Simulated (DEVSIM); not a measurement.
System: Au/SiO2/n-Si capacitor, at 300 K.

Layer 1 from the left is SiO2, thickness (nm) 2.70. Layer 2 from the left is Si, thickness (nm) 1400, Nd (cm⁻³) 1.6e17.

Metal gate on the left, work function 5.1 eV. Fixed charge at the semiconductor interface 0 cm⁻² (in units of +e); no interface traps.

This is a model device: material constants are rounded textbook-type values typed into the input, and sizes, dopings and lifetimes were drawn at random. Values at 300 K.

SiO2: gap (eV) 9, affinity (eV) 0.9, permittivity 3.9. Si: gap (eV) 1.124, affinity (eV) 4.05, permittivity 11.7, Nc (cm⁻³) 2.86e19, Nv (cm⁻³) 3.1e19.

### Question
Estimate by hand the flat-band voltage, the threshold voltage, and compare with a numerical solution.

### Answer

- Flat-band voltage: C = 1.28 μF/cm², work-function difference 0.916 V; VFB = φms − qNf/C = 0.92 V; numerical 0.92 V.
- Threshold voltage: φF = 0.427 V, depletion charge √(4εqNφF) = 2.13e-7 C/cm²; VT = VFB − 2φF − Qd/C = -0.10 V; numerical -0.10 V.

DEVSIM, 1D Poisson equation in equilibrium, Boltzmann statistics, complete ionisation; no quantum confinement or tunnelling. Metal contacts follow the ideal Schottky-Mott rule: no Fermi-level pinning, no interface dipoles.
